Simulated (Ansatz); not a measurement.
**Response to strain in Hf**

Consider Hf in the hcp (Mg type) structure (space group P6_3/mmc, No. 194; relaxed with 0.1 eV smearing).

```
Hf
1.0
    3.20391     0.00000     0.00000
   -1.60196     2.77467     0.00000
    0.00000     0.00000     5.07245
Hf
2
Direct
  0.33333   0.66667   0.75000
  0.66667   0.33333   0.25000
```

Cartesian axes are those of the cell as printed.

Strains are applied to the cell and any free atomic positions relax; under biaxial strain the out-of-plane vector relaxes too.

Level of theory: DFT with PBE, PAW potentials and a 420 eV plane-wave cutoff in Ansatz (a first-principles code), no spin-orbit coupling, earlier PAW set.

Notes on the quantities. pressure: mean of the normal stresses, compression positive.

| case | pressure | volume per atom |
|---|---|---|
| base | 0.0 GPa | 22.55 Å³ |
| biaxial strain −4.54 %, plane normal [001], relaxed out of plane | 6.7 GPa | 21.28 Å³ |
| biaxial strain −3.36 %, plane normal [001], relaxed out of plane | 4.9 GPa | 21.59 Å³ |
| biaxial strain −0.48 %, plane normal [001], relaxed out of plane | 0.7 GPa | 22.41 Å³ |
| isotropic strain −0.90 % | 3.0 GPa | 21.94 Å³ |
| isotropic strain +2.29 % | -6.4 GPa | 24.13 Å³ |
| uniaxial strain ε_zz = +2.00 % | -2.1 GPa | 23.00 Å³ |

Whether these cells are dynamically stable was not tested. All final runs are without spin polarisation.
